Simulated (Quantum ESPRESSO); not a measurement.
A working Quantum ESPRESSO input for HfN (Fm-3m, 2 atoms in the cell) (DFT, LDA (PZ), plane waves, GBRV 1.5 ultrasoft (LDA) pseudopotentials):

```fortran
&control
    calculation = 'scf'
    prefix = 'hfn'
    outdir = './out'
    pseudo_dir = './'
    verbosity = 'high'
    tprnfor = .true.
    tstress = .true.
/
&system
    ibrav = 0
    nat = 2
    ntyp = 2
    ecutwfc = 40
    ecutrho = 320
    occupations = 'smearing'
    smearing = 'marzari-vanderbilt'
    degauss = 0.0073499
/
&electrons
    conv_thr = 1.0d-9
    mixing_beta = 0.3
/
ATOMIC_SPECIES
Hf   178.4900  hf_lda_v1.uspp.F.UPF
N     14.0070  n_lda_v1.2.uspp.F.UPF
CELL_PARAMETERS angstrom
   0.0000000000     2.2136750000     2.2136750000
   2.2136750000     0.0000000000     2.2136750000
   2.2136750000     2.2136750000     0.0000000000
ATOMIC_POSITIONS angstrom
Hf    0.0000000000    0.0000000000    0.0000000000
N     2.2136750000    2.2136750000    2.2136750000
K_POINTS automatic
13 13 13  1 1 1
```

The run converged in 11 iterations: free energy E − TS -2435.7575 eV; Fermi level (on the code's own zero) 19.71 eV; pressure 7.78 GPa. Each of these slips is then made, one at a time:

(1)
```diff
-    ntyp = 2
+    ntyp = 3
```

(2)
```diff
-ATOMIC_POSITIONS angstrom
+ATOMIC_POSITIONS crystal
```

Question: How does each altered input end?

Answer: 
(1) A species count that does not match the list of species. The program stopped before any SCF iteration.
```
Error in routine  card_atomic_species (5010):
cannot read atomic specie from: CELL_PARAMETERS angstrom
```

(2) Fractional and Cartesian coordinates mixed up. The run converged in 10 iterations without an error; against the sound input the free energy goes up by 2.05 eV/atom, the pressure goes from 7.78 to 120.9 GPa and the largest force goes from 0.000 to 14.70 eV/Å.

The starting cell comes from a database of computed structures (which also holds hypothetical and non-ambient phases and stackings), without a prior relaxation at this level. Its lattice was rescaled by a random factor within 2.5 % of one. In the base run, with a pressure of about 8 GPa the cell is away from its equilibrium volume at this level.

Left out of this page: 5 runs of the series outside the window shown, repeating another row's setting, or not comparable.
